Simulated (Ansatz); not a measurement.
Base system: Ru in the hcp (Mg type) structure (space group P6_3/mmc, No. 194; relaxed with 0.1 eV smearing).

```yaml
crystal:
  lattice:
    - [2.67558, 0.00000, 0.00000]
    - [-1.33779, 2.31712, 0.00000]
    - [0.00000, 0.00000, 4.22371]
  atoms:
    - { symbol: Ru, position: [0.66667, 0.33333, 0.75000] }
    - { symbol: Ru, position: [0.33333, 0.66667, 0.25000] }
```

Cartesian axes are those of the cell as printed.

Calculations: LDA (Ansatz, a quantum-chemistry and plane-wave program), no spin-orbit coupling.

Base values:

| Property | Result |
|---|---|
| Shortest interatomic distance | 2.617 Å |

Perturbation: uniaxial strain ε_xx = +2.50 %, all other strain components held at zero; the atoms relax in the strained cell.

Problem. Estimate the effect on the stress, shortest interatomic distance and energy relative to the base.

Solution. The stress (xx, yy, zz, yz, xz, xy; compression positive) is (-14.6, -5.0, -4.8, 0.0, 0.0, 0.0) GPa; the shortest interatomic distance rises by 0.005 Å, from 2.617 Å to 2.622 Å; the energy grows by 16 meV/atom.

Stability against distortions was not tested. The final runs are not spin-polarised.
